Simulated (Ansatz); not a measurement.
The parent structure is an 8-atom supercell of GaS in the beta-GaS type structure (space group P6_3/mmc, No. 194; a = 3.591 Å, c = 15.450 Å; layered, stacked along the Cartesian z axis) at its relaxed geometry.

Level of theory: PBE-D3(BJ), PAW, 420 eV (Ansatz, a quantum-chemistry and plane-wave program; without spin-orbit coupling), earlier PAW set.

For the base:

The pressure is 0.0 GPa.

Now apply this change: a neutral W on a S site, atoms relaxed at fixed cell, starting from a slightly rattled geometry.

What happens to the largest displacement of a host atom from its site in the perfect cell?

The largest displacement of a host atom from its site in the perfect cell comes out as 0.73 Å.

Predict the new pressure.

The pressure goes from zero to -2.9 GPa.

What does the calculation give for the shift of the substituted atom off its lattice site after the change?

The shift of the substituted atom off its lattice site is 1.47 Å.

Other magnetic orders, which the real material may have, were not ruled out. The cell is small, so the values are those of an ordered compound at a high defect concentration; dilute-limit values will differ. A case with no gap was solved on a k-mesh chosen for an insulator, which is coarse for it. Seeded moments were not kept for W on a S site. The defect cell is spin-polarised and ends with 0.1 μB. The program warned that a D3 coordination switch lies within reach, so dispersion energies are less smooth here.
